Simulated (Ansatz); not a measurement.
The parent structure is SrTiO3 in the cubic perovskite structure (space group Pm-3m, No. 221; a = 3.8911 Å).

The values are results of PBEsol/PAW in Ansatz (a program for electronic structure), spin-orbit coupling left out, not measurements.

For the base:

The smallest direct gap comes out as 2.19 eV, the band gap is 1.85 eV and the volume per atom is 11.78 Å³.

One thing is altered: cell and atoms relaxed at a pressure of 5 GPa.

**Question.** What does the calculation give for the smallest direct gap, band gap and volume per atom after the change?

**Answer.** The smallest direct gap grows by 0.03 eV, from 2.19 eV to 2.22 eV; the band gap goes up by 0.045 eV, from 1.85 eV to 1.90 eV; the volume per atom decreases by 0.296 Å³, from 11.78 Å³ to 11.49 Å³.

Load acts through the strain it causes; cell and atoms are relaxed under it. Stability against distortions was not tested. Competing high-pressure phases were not computed. The final runs are not spin-polarised. Many cubic perovskites are stable only at high temperature; tilts and polar distortions were not tested.
